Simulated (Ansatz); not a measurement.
The starting structures come from a database of crystals and need not be the phases stable at ambient conditions.

 Where the default PAW files enter, the runs use the earlier of Ansatz's two default sets.

Here is the system:

```
CuI
1.0
    4.24370     0.00000     0.00000
   -2.12185     3.67515     0.00000
    0.00000     0.00000     6.98836
Cu I
2 2
Direct
  0.66667   0.33333   0.87268
  0.33333   0.66667   0.37268
  0.66667   0.33333   0.50232
  0.33333   0.66667   0.00232
```

Space group of this cell: P6_3mc, wurtzite. The cell is taken as given.

The current runs along the normal of the first two printed vectors, the (001) plane. All runs by Ansatz (a program for electronic structure), plane waves and PAW, without spin-orbit coupling; the base is r2SCAN.

```csv
run,mean pressure (GPa),gap (eV),mid-gap κ (1/Å)
base,0.1,1.73,0.142
all lengths scaled by 0.98,3.2,1.92,0.148
all lengths scaled by 1.02,-2.2,1.55,0.137
lda in place of r2scan,-3.7,1.04,0.097
"lengths across the current scaled by 0.98, ions clamped",2.0,(withheld),(withheld)
"lengths across the current scaled by 1.02, ions clamped",-1.4,(withheld),(withheld)
"lengths along the current scaled by 0.97, ions clamped",1.7,1.87,0.149
"lengths along the current scaled by 1.03, ions clamped",-1.1,1.58,0.136
pbesol in place of r2scan,-1.8,(withheld),(withheld)
```

Question: Complete the blanks.

Answer: 
- lengths across the current scaled by 0.98, ions clamped, gap (eV): 1.81
- lengths across the current scaled by 0.98, ions clamped, mid-gap κ (1/Å): 0.143
- lengths across the current scaled by 1.02, ions clamped, gap (eV): 1.64
- lengths across the current scaled by 1.02, ions clamped, mid-gap κ (1/Å): 0.141
- pbesol in place of r2scan, gap (eV): 1.11
- pbesol in place of r2scan, mid-gap κ (1/Å): 0.103
